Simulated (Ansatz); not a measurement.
Base system: Sn (space group I4_1/amd, No. 141; a = 5.887 Å, c = 3.186 Å; relaxed with 0.1 eV smearing). Axes: x, y, z lie along a, b, c of the conventional cell.

Calculations: r2SCAN (Ansatz, a first-principles code), no SOC.

Strains are applied to the cell and any free atomic positions relax; under biaxial strain the out-of-plane vector relaxes too.

One change was made to it. Results:

```json
[
 {"quantity": "shortest interatomic distance", "base": "3.049 Å", "after": "3.030 Å"},
 {"quantity": "energy relative to the base (free energy F)", "base": "0 meV/atom", "after": "+0.9 meV/atom"}
]
```

### Question
Name the change that was made.
A) biaxial strain −0.69 %, plane normal [001], relaxed out of plane
B) biaxial strain +1.04 %, plane normal [001], relaxed out of plane
C) uniaxial strain ε_yy = −2.88 %
D) uniaxial strain ε_zz = +2.94 %

### Answer
A, biaxial strain −0.69 %, plane normal [001], relaxed out of plane. For comparison, the shortest interatomic distance in the other runs: uniaxial strain ε_zz = +2.94 % gives 3.055 Å; uniaxial strain ε_yy = −2.88 % gives 3.011 Å; biaxial strain +1.04 %, plane normal [001], relaxed out of plane gives 3.077 Å.

A biaxial case was relaxed in a doubled cell and then solved in the primitive one. No phonon test of stability was made.
